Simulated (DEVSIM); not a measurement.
Device: Schottky contact on n-type GaN, at 300 K.

Layer 1 from the left is GaN, thickness (μm) 1.80, Nd (cm⁻³) 1.6e17, τn (s) 5.7e-8, τp (s) 5.7e-8.

Left contact: Schottky, work function 5.4 eV, emission velocity 3.9e6 cm/s. Right contact: ohmic. Voltage is applied to the left contact. Recombination: SRH at mid-gap, radiative, Auger. Mobility is μmin + (μ − μmin)/(1 + (N/Nref)^α).

The device is made up for the run: typed textbook-type constants, with dimensions and the other settings drawn at random. Values at 300 K.

GaN: gap (eV) 3.43, affinity (eV) 4.1, permittivity 9.5, Nc (cm⁻³) 2.3e18, Nv (cm⁻³) 4.6e19, μn (cm²/Vs) 1200, μp (cm²/Vs) 100, μn,min 55, μp,min 3, Nref,n 2e17, Nref,p 3e17, αn 1, αp 2, B (cm³/s) 1e-11, Cn (cm⁶/s) 1e-30, Cp (cm⁶/s) 1e-30.

Model (solved in DEVSIM): 1D drift-diffusion, Boltzmann statistics, complete ionisation; no tunnelling, impact ionisation, image-force lowering or self-heating. Metal contacts follow the ideal Schottky-Mott rule: no Fermi-level pinning, no interface dipoles.

Dark forward current:

| |V| (V) | |J| (A/cm²) |
|---|---|
| 0.20 | 4.658e-13 |
| 0.25 | 3.222e-12 |
| 0.30 | 2.227e-11 |
| 0.35 | 1.540e-10 |
| 0.40 | 1.064e-9 |
| 0.45 | 7.356e-9 |
| 0.50 | 5.084e-8 |
| 0.55 | 3.513e-7 |
| 0.60 | 2.427e-6 |
| 0.65 | 1.677e-5 |
| 0.70 | 0.0001158 |
| 0.75 | 0.0007998 |
| 0.80 | 0.005521 |
| 0.85 | 0.03809 |
| 0.90 | 0.2626 |
| 0.95 | 1.807 |
| 1.00 | 12.38 |
| 1.05 | 82.52 |
| 1.10 | 481.4 |
| 1.15 | 1887 |
| 1.20 | 4542 |

Task: Work out the local ideality factor n = ΔV / (kT/q · ln(J2/J1)) between the rows 0.20 and 0.25 V, 1.15 and 1.20 V.

Result: kT/q = 25.85 mV. From 0.20 to 0.25 V: ln(3.222e-12/4.658e-13) = 1.934, n = 1.00, near the 1 of diffusion or emission over a barrier. From 1.15 to 1.20 V: ln(4542/1887) = 0.878, n = 2.20; the layers' resistance at their doping, Σ W/(qμN) = 1.0e-5 Ω cm², would take 27 mV of this step of 50 mV.

Task: Estimate the current at 0.60 V for emission alone, J0 = q v N_band exp(−φB/kT), and read the barrier back from the simulated current.

Result: φB = 1.300 eV, N_band = 2.30e18 cm⁻³, J0 = 2.07e-16 A/cm²; J = J0 (exp(qV/kT) − 1) = 2.50e-6 A/cm². The simulation gives 2.43e-6 A/cm²; the estimate lies 2.8 % above. Read backwards, the simulated current gives an apparent barrier of 1.301 eV. The estimate leaves out transport through the depletion region and minority injection.
